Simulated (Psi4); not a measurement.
Psi4 1.11, HF/def2-svp: disilazane ([SiH3]N[SiH3]), 10 atoms. The geometry is a generated start, not checked to be a minimum at this level.

```
Quantity                              Value
--------------------------  ---------------
task                                 energy
method                                  scf
basis                              def2-svp
memory                                 3 GB
maxiter                                 100
keys of the molecule block      symmetry c1
scf_type                       df (default)
e_convergence               1e-06 (default)
d_convergence               1e-06 (default)
basis functions                          85
```

```xyz
10

Si     1.5077    -0.2739     0.3571
N      0.0693    -0.0987    -0.5924
Si    -1.5239     0.3758    -0.1074
H      2.5992    -0.4164    -0.6078
H      1.6328     0.9350     1.1659
H      1.4564    -1.4543     1.2292
H      0.0936    -0.6024    -1.4653
H     -2.2067    -0.6704     0.6642
H     -2.2484     0.6283    -1.3529
H     -1.3800     1.5772     0.7094
```

With the defaults (damping_percentage = 0, soscf = false, soscf_start_convergence = 0.01, diis = true, scf_initial_accelerator = adiis, level_shift = 0, level_shift_cutoff = 0.01, diis_max_vecs = 10, guess = auto, which took SAD) it converges in 7 SCF iterations. One run each on 2 threads, with these changes:
- guess = sap
- damping_percentage = 60
- soscf = true, soscf_start_convergence = 0.001
- soscf = true
- guess = core
- damping_percentage = 60, diis = false, scf_initial_accelerator = none
- scf_initial_accelerator = none
- diis_max_vecs = 3
- level_shift = 0.5, level_shift_cutoff = 0.001

Task: Which runs fail or end elsewhere than the default run?

Result: No convergence: damping_percentage = 60 (the run ends without SCF convergence in 100 iterations). The rest reach the solution of the defaults.

```
setting                                                                SCF iterations  JK calls             end
---------------------------------------------------------------------  --------------  --------  --------------
soscf = true                                                                        5        16   same solution
soscf = true, soscf_start_convergence = 0.001                                       6        17   same solution
the defaults                                                                        7         8   same solution
scf_initial_accelerator = none                                                      7         8   same solution
level_shift = 0.5, level_shift_cutoff = 0.001                                       8         9   same solution
diis_max_vecs = 3                                                                   8         9   same solution
guess = sap                                                                         8         8   same solution
guess = core                                                                       11        11   same solution
damping_percentage = 60, diis = false, scf_initial_accelerator = none              33        34   same solution
damping_percentage = 60                                                           100       101  no convergence
```

An SOSCF iteration holds several JK calls; a Hückel guess adds calls on atoms.
